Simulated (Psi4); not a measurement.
Psi4 1.11, WB97X/def2-svp: Cd(SiH3)(OSiH3) ([SiH3][O][Cd][SiH3]), 10 atoms. The geometry is a generated start, not checked to be a minimum at this level.

* **task**: energy
* **method**: wb97x
* **basis**: def2-svp
* **memory**: 3 GB
* **maxiter**: 100
* **keys of the molecule block**: symmetry c1
* **scf_type**: df (default)
* **e_convergence**: 1e-06 (default)
* **d_convergence**: 1e-06 (default)
* **dft_radial_points**: 75 (default)
* **dft_spherical_points**: 302 (default)
* **effective core potentials**: those of the basis set, past Kr
* **basis functions**: 111
* **grid points**: 216271

```xyz
10

Cd    -0.7261    -0.9685     0.6903
Si    -1.7308     1.0495     1.7789
H     -2.4380     0.8035     3.0547
H     -2.7088     1.7270     0.8917
H     -0.6344     2.0064     2.0651
O      1.0364    -0.4704    -0.3138
Si     1.6628    -0.9221    -1.6978
H      0.5858    -1.4813    -2.5777
H      2.6821    -1.9746    -1.5124
H      2.2709     0.2304    -2.3791
```

Charge 0 and multiplicity 1 are set for this test and not shown to be the ground state.

With the defaults (damping_percentage = 0, diis = true, scf_initial_accelerator = adiis, level_shift = 0, level_shift_cutoff = 0.01, guess = auto, which took SAD, diis_max_vecs = 10) it converges in 10 SCF iterations. One run each on 2 threads, with these changes:
- damping_percentage = 60
- damping_percentage = 60, diis = false, scf_initial_accelerator = none
- guess = core
- level_shift = 0.5, level_shift_cutoff = 0.001
- scf_initial_accelerator = none
- diis_max_vecs = 6
- guess = modhuckel
- damping_percentage = 20
- guess = sapgau

### Question
Name the settings that don't reach the solution of the defaults.

### Answer
No convergence: damping_percentage = 60; damping_percentage = 60, diis = false, scf_initial_accelerator = none (the run ends without SCF convergence in 100 iterations). The rest reach the solution of the defaults.

| setting | SCF iterations | end |
|---|---|---|
| the defaults | 10 | same solution |
| level_shift = 0.5, level_shift_cutoff = 0.001 | 10 | same solution |
| scf_initial_accelerator = none | 10 | same solution |
| diis_max_vecs = 6 | 10 | same solution |
| guess = modhuckel | 13 | same solution |
| guess = sapgau | 16 | same solution |
| guess = core | 16 | same solution |
| damping_percentage = 20 | 19 | same solution |
| damping_percentage = 60 | 100 | no convergence |
| damping_percentage = 60, diis = false, scf_initial_accelerator = none | 100 | no convergence |
